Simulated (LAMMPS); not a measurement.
MD of Al (fcc) at zero pressure, 2048 atoms, as a liquid; each row is its own run.

Method: classical MD, pair style eam/alloy, file Al_zhou.eam.alloy (LAMMPS).

```csv
T (K),D(Al) (cm²/s)
840,7.17e-5
1030,0.000110
1170,0.000148
1310,0.000176
```

Problem. Fit an Arrhenius law, ln y = a + b / x, to these rows (x is the first column, y the second) and predict the run at x = 930.

Solution. Least squares gives a = -7.0201 and b = -2128. The slope times kB gives an activation energy of 0.18 eV. At x = 930 the fit predicts 9.07e-5 cm²/s. The run itself gave (9.5 ± 0.2) × 10^-5 cm²/s, so the fit is 4.3 % low.

Caution (rows 840; 930): this liquid lies under the measured melting point of 933 K, so it is undercooled or the potential melts low.

Caution: a run this short can hold a crystal over, or a liquid under, the potential's own melting point, which these runs don't give.

Errors of D are the spread over four groups of atoms in one short run; a floor of about 5 %, a picked value, is safer.
